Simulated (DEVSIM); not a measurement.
System: isotype n-n heterojunction Al0.1Ga0.9As/GaAs, at 350 K.

Layer 1 from the left is Al0.1Ga0.9As, thickness (μm) 0.180, Nd (cm⁻³) 4.8e16, τn (s) 6.8e-10, τp (s) 6.8e-10. Layer 2 from the left is GaAs, thickness (μm) 0.590, Nd (cm⁻³) 1.1e16, τn (s) 6.8e-10, τp (s) 6.8e-10.

Left contact: ohmic. Right contact: ohmic. Voltage is applied to the left contact. Recombination: SRH at mid-gap, Auger. Mobility is constant in doping.

Constants are typed, rounded textbook-type inputs, not results; the design itself was drawn at random and stands for no fabricated device. Values at 300 K; Nc and Nv go as T^1.5, mobilities as T to minus their exponent, the gap by Varshni's rule with the affinity fixed.

Al0.1Ga0.9As: gap (eV) 1.5487, affinity (eV) 3.991, permittivity 12.62, Nc (cm⁻³) 5.17e17, Nv (cm⁻³) 9e18, μn (cm²/Vs) 6520, μp (cm²/Vs) 317, T exponent of μn 2.1, T exponent of μp 2.2, Cn (cm⁶/s) 1e-30, Cp (cm⁶/s) 1e-30, Varshni α (eV/K) 0.000541, Varshni β (K) 204. GaAs: gap (eV) 1.424, affinity (eV) 4.07, permittivity 12.9, Nc (cm⁻³) 4.7e17, Nv (cm⁻³) 9e18, μn (cm²/Vs) 8500, μp (cm²/Vs) 400, T exponent of μn 2.1, T exponent of μp 2.2, Cn (cm⁶/s) 1e-30, Cp (cm⁶/s) 1e-30, Varshni α (eV/K) 0.000541, Varshni β (K) 204.

Model (solved in DEVSIM): 1D drift-diffusion, Boltzmann statistics, complete ionisation; no tunnelling, impact ionisation, image-force lowering or self-heating. Band offsets follow the typed affinities; no thermionic-emission limit at abrupt steps, no polarisation charge.

Q: What does the simulation give for the potential step across the device at zero bias?

A: potential step across the device at zero bias 0.121 V.
